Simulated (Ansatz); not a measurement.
# A computed series for SiC: pressure series

The parent structure is SiC in the zinc blende structure (space group F-43m, No. 216).

SiC has the cubic space group F-43m (No. 216), the zinc blende structure, Pearson symbol cF8. Cell: a = b = c = 4.357 Å, α = β = γ = 90.00°. C on 4c has 4 Si at 1.886 Å (tetrahedral). Si on 4a is surrounded by 4 C at 1.886 Å (tetrahedral). (Neighbours: up to the widest gap in distance over summed covalent radii, below 1.35, at either atom.)
(The calculation used a cell of 2 atoms; values per cell refer to that cell.)

Cell and atoms are relaxed at each pressure.

Computed with Kohn–Sham DFT with the r2SCAN functional, run in Ansatz (a program for electronic structure) with PAW and 500 eV plane waves, no spin-orbit coupling, earlier PAW set.

Notes on the quantities. enthalpy: H = E + PV relative to the base's energy.

| variant | width of the top valence band | smallest direct gap | enthalpy |
|---|---|---|---|
| base | 4.82 eV | 5.05 eV | – |
| pressure −2 GPa | 4.79 eV | 5.04 eV | -0.13 eV/atom |
| pressure −1 GPa | 4.80 eV | 5.05 eV | -0.06 eV/atom |
| pressure 0.3 GPa | 4.83 eV | 5.05 eV | +0.02 eV/atom |
| pressure 0.7 GPa | 4.83 eV | 5.06 eV | +0.05 eV/atom |
| pressure 1.5 GPa | 4.85 eV | 5.06 eV | +0.10 eV/atom |
| pressure 3 GPa | … | … | +0.19 eV/atom |
| pressure 5 GPa | 4.90 eV | 5.08 eV | +0.32 eV/atom |
| pressure 7.5 GPa | 4.94 eV | 5.09 eV | +0.48 eV/atom |
| pressure 10 GPa | 4.98 eV | 5.10 eV | +0.63 eV/atom |

**Question.** Complete the table.

**Answer.** 
- pressure 3 GPa, width of the top valence band: 4.87 eV
- pressure 3 GPa, smallest direct gap: 5.07 eV

Load acts through the strain it causes; cell and atoms are relaxed under it. Whether these cells are dynamically stable was not tested. No other phases were tried under pressure.
